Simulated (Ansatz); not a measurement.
# How far PBE and r2SCAN part for GaN, isotropic strain −1.95 %

Consider GaN in the wurtzite structure (space group P6_3mc, No. 186; a = 3.219 Å, c = 5.244 Å).

(Cell as relaxed with PBE.)

Levels (all Ansatz, a program for electronic structure, PAW, earlier PAW set): PBE (420 eV, no spin-orbit coupling); r2SCAN (500 eV, no SOC).

Each level relaxes its own structure.

```
base                      PBE    r2SCAN
-------------------  --------  --------
volume per atom      11.76 Å³  11.37 Å³
lattice parameter a  321.9 pm  318.3 pm
band gap              1.71 eV   2.35 eV
```

The change: every lattice vector is shortened by 1.95 %, atoms relaxed at fixed cell.

```csv
quantity,PBE,r2SCAN
mean gap deformation potential ΔEg/Δln V,-6.6 eV,(withheld)
"pressure (mean of the normal stresses, compression positive)",11.57 GPa,(withheld)
energy relative to the base (free energy F),+23 meV/atom,(withheld)
gap character,direct at Γ,(withheld)
```

Q: What does r2SCAN give?

A: 
- mean gap deformation potential ΔEg/Δln V, r2SCAN: -7.0 eV
- pressure (mean of the normal stresses, compression positive), r2SCAN: 13.15 GPa
- energy relative to the base (free energy F), r2SCAN: +25 meV/atom
- gap character, r2SCAN: direct at Γ

PBE's mean gap deformation potential ΔEg/Δln V lies 0.34 eV above r2SCAN's; PBE's pressure lies 1.58 GPa below r2SCAN's; PBE's energy relative to the base lies 2.3 meV/atom below r2SCAN's; the two agree on the gap character. Neither level is exact; r2SCAN is the comparison here, not a measurement.

Stability against distortions was not tested.
